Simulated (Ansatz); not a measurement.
Consider O-vacancy pair (O on one host C site, one C site vacant) in 3C silicon carbide, neutral cell. Level of theory: PBE, PAW (plane waves to 420 eV; Ansatz, a quantum-chemistry and plane-wave program).

Settings: 64 host sites, the relaxed PBE lattice, a 2×2×2 k-point mesh shifted by half a step, smearing 0.01 eV, spin-restricted, no image-charge correction. Static, classical nuclei. The charge state is imposed; whether it is stable for some Fermi level was not computed. Forms of the defect that were not tried may lie lower.

Barriers: single points on a 3×3×3 k-point mesh shifted by half a step at the bands' geometries.

The step: a nearby C atom hops onto the vacant site (O-vacancy distance between ideal sites 3.10 → 6.19 Å) (strongly reconstructed ends); the atom moves 3.13 Å along (0.01, -0.51, 0.51) of the unit cell; at the start one Si stands off the lattice site; the moving atom starts with neighbours 3 Si at 1.91, Si at 1.93 Å and ends with Si at 1.82, 2 Si at 1.89, Si at 1.92 Å.

**Question.** Predict the migration barrier of this step from PBE, PAW.

**Answer.** 4.01 eV forward and 2.56 eV backward. At the saddle the moving atom has neighbours Si at 1.80, Si at 1.95, Si at 2.00 Å. The saddle point's order was not checked.
